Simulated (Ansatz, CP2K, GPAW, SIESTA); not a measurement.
# One structure in several programs: Nb6GePt (P1, 8 atoms in the cell)

Self-consistent single point, at a second geometry (atoms moved at random). First geometry:

```
Nb6GePt
1.0
    5.06625     0.00000     0.00000
    0.00000     5.06625     0.00000
    0.00000     0.00000     5.06625
Nb Ge Pt
6 1 1
Direct
  0.00000   0.50000   0.74989
  0.00000   0.50000   0.25011
  0.74989   0.00000   0.50000
  0.25011   0.00000   0.50000
  0.50000   0.74989   0.00000
  0.50000   0.25011   0.00000
  0.00000   0.00000   0.00000
  0.50000   0.50000   0.50000
```

Second geometry:
```yaml
crystal:
  lattice:
    - [5.06625, 0.00000, 0.00000]
    - [0.00000, 5.06625, 0.00000]
    - [0.00000, 0.00000, 5.06625]
  atoms:
    - { symbol: Nb, position: [0.99235, 0.49683, 0.74892] }
    - { symbol: Nb, position: [0.00814, 0.50904, 0.25363] }
    - { symbol: Nb, position: [0.74565, 0.00443, 0.50229] }
    - { symbol: Nb, position: [0.24728, 0.99556, 0.50111] }
    - { symbol: Nb, position: [0.50483, 0.74150, 0.98748] }
    - { symbol: Nb, position: [0.50430, 0.25176, 0.00845] }
    - { symbol: Ge, position: [0.99772, 0.99348, 0.99650] }
    - { symbol: Pt, position: [0.49973, 0.50740, 0.50162] }
```

Shared settings, as Ansatz (a program for electronic structure) writes them: kpoints.mp_grid.grid = 5 5 5; scf.occupations.method = gaussian; scf.occupations.width = 0.1 eV. Potentials and cutoffs stand in the table.

| code | model | ΔF from the first geometry (meV/atom) | pressure (GPa) | largest force (eV/Å) | cutoff |
|---|---|---|---|---|---|
| GPAW | LDA (Perdew-Wang 92), GPAW PAW datasets LDA (gpaw-data 1.0.1) | 7.5 | 1.74 | 0.693 | 550 eV |
| Ansatz | LDA (PW92), PAW files made with PBE | 7.8 | 3.09 | 0.727 | default |
| SIESTA | LDA PW92, numerical atomic orbitals DZP, PseudoDojo LDA standard norm-conserving potentials (rewritten from UPF to PSML) | 8.4 | 3.55 | 0.809 | grid 400 Ry |
| CP2K | LDA (Pade form), GPW, DZVP-MOLOPT-SR-GTH basis, GTH-PADE potentials (GTH_POTENTIALS) | 5.4 | -4.04 | 0.503 | grid 500 Ry |

Size of the force on each atom (eV/Å): Sizes of forces hide their directions.

```tsv
code	Nb1	Nb2	Nb3	Nb4	Nb5	Nb6	Ge7	Pt8
GPAW	0.416	0.318	0.296	0.356	0.693	0.396	0.437	0.534
Ansatz	0.427	0.327	0.303	0.362	0.727	0.416	0.442	0.549
SIESTA	0.465	0.364	0.360	0.448	0.809	0.477	0.546	0.599
CP2K	0.396	0.276	0.335	0.412	0.503	0.338	0.440	0.419
```

On Ansatz's run: spin-orbit coupling is off. Spin polarisation is off.

The spread over the programs that give each value: ΔF from the first geometry within 3.0 meV/atom; pressure within 7.59 GPa; largest force within 0.306 eV/Å.

SIESTA and CP2K use small atom-centred bases, whose incompleteness enters pressures, forces and empty levels differently from a plane-wave cutoff. Ansatz's pressure is given at a fixed set of plane waves, as the other plane-wave codes print theirs. In the pressure, SIESTA (by 1.14) and CP2K (by 6.46) lie more than 1 GPa from the median of the plane-wave programs. In the force vectors, SIESTA (by 0.109) and CP2K (by 0.228) lie more than 0.08 eV/Å from the median of the plane-wave programs.

The starting cell comes from a database of computed structures (which also holds hypothetical and non-ambient phases and stackings), without a prior relaxation at this level. Its lattice was rescaled by a random factor within 2.5 % of one. For this run, on top of that: atoms moved at random.

Left out of this page: FLEUR (stopped by limits of time or memory).

Keys are those of Ansatz 0.2.
